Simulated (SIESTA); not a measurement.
Band structure of I (Cmce, 4 atoms in the cell).

```xyz
4
Lattice="2.3950 -3.6350 0.0000 2.3950 3.6350 0.0000 0.0000 0.0000 9.7900" Properties=species:S:1:pos:R:3 pbc="T T T"
I      4.0523     0.0000     8.6446
I      3.1327     0.0000     3.7496
I      1.6573     0.0000     6.0404
I      0.7377     0.0000     1.1454
```

Method: GGA PBE, numerical atomic orbitals DZP, PseudoDojo PBE standard norm-conserving potentials (rewritten from UPF to PSML) run with SIESTA.

Settings: XC.functional = GGA; XC.authors = PBE; potentials = PseudoDojo PBE standard; PAO.BasisSize = DZP; PAO.EnergyShift = 0.005 Ry; MeshCutoff = 400 Ry; kgrid.MonkhorstPack = 3 3 2; OccupationFunction = FD; ElectronicTemperature = 232.09 K; MaxSCFIterations = 150; SCF.Mixer.Method = Pulay; SCF.Mixer.Weight = 0.2; SCF.Mixer.History = 8; SCF.DM.Tolerance = 1.0E-05.

The starting cell has typed, rounded lattice constants, without a prior relaxation at this level. Spin-orbit coupling is off. Values carry the incompleteness of an atom-centred basis.

Question: Predict the gap along the standard path and the places of the band edges.

Answer: The gap along the path is 1.06 eV, from Γ to a point between Y and X1; the smallest direct gap on it is 1.20 eV.

Levels in eV from the top of the valence band on the path, bands 11 to 15:
```tsv
point	11	12	13	14	15
Γ	-1.02	-0.61	-0.10	0.00	1.20
X	-1.53	-1.05	-0.73	-0.22	1.48
S	-1.29	-1.29	-0.45	-0.45	2.03
R	-0.72	-0.72	-0.03	-0.03	1.43
A	-0.78	-0.78	-0.66	-0.66	1.52
Z	-1.06	-1.06	-0.04	-0.04	1.47
Y	-1.83	-1.42	-0.79	-0.25	1.07
X1	-1.53	-1.05	-0.73	-0.22	1.48
A1	-0.78	-0.78	-0.66	-0.66	1.52
T	-1.30	-1.30	-0.94	-0.94	1.21
```

Higher empty bands are left out: an atom-centred basis made for the valence describes them poorly.
